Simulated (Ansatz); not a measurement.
## Hypothetical P6_3/mmc PbI2, thickness series

The parent structure is PbI2 in the 2H-MoS2 type structure (space group P6_3/mmc, No. 194; a hypothetical phase, not in the database extracts checked).

```cif
data_I4Pb2
_chemical_formula_sum 'Pb2 I4'
_space_group_name_H-M_alt 'P63/mmc'
_space_group_IT_number 194
_space_group_name_Hall '-P 6c 2c'
_cell_length_a 4.27278
_cell_length_b 4.27278
_cell_length_c 14.36149
_cell_angle_alpha 90.000
_cell_angle_beta 90.000
_cell_angle_gamma 120.000
loop_
_atom_site_label
_atom_site_type_symbol
_atom_site_symmetry_multiplicity
_atom_site_Wyckoff_symbol
_atom_site_fract_x
_atom_site_fract_y
_atom_site_fract_z
_atom_site_occupancy
Pb1 Pb 2 c 0.33333 0.66667 0.25000 1
I1 I 4 f 0.66667 0.33333 0.10790 1
```

Free-standing slabs (3 atom(s) a layer) normal to the stacking axis with 15 Å of vacuum; in-plane cell relaxed.

All numbers come from PBEsol-D3(BJ)/PAW in Ansatz (a first-principles code), scalar-relativistic without spin-orbit coupling.

```tsv
number of layers	band gap (eV)
1	2.21
2	?
3	1.65
4	1.57
```

### Question
Fit E_g(N) = E_bulk + A N^(−s) with E_bulk = 1.38 eV, fitted as a line in log–log form to the rows shown and predict the withheld row.

### Answer
Least squares on the printed values gives A = 0.83 eV, s = 1.05 (largest residual 0.01 eV); this predicts 1.78 eV, and the run gives 1.82 eV, 0.04 higher.

Spin-orbit coupling, missing from the scalar runs, can matter with I and Pb. No phonon test of stability was made.
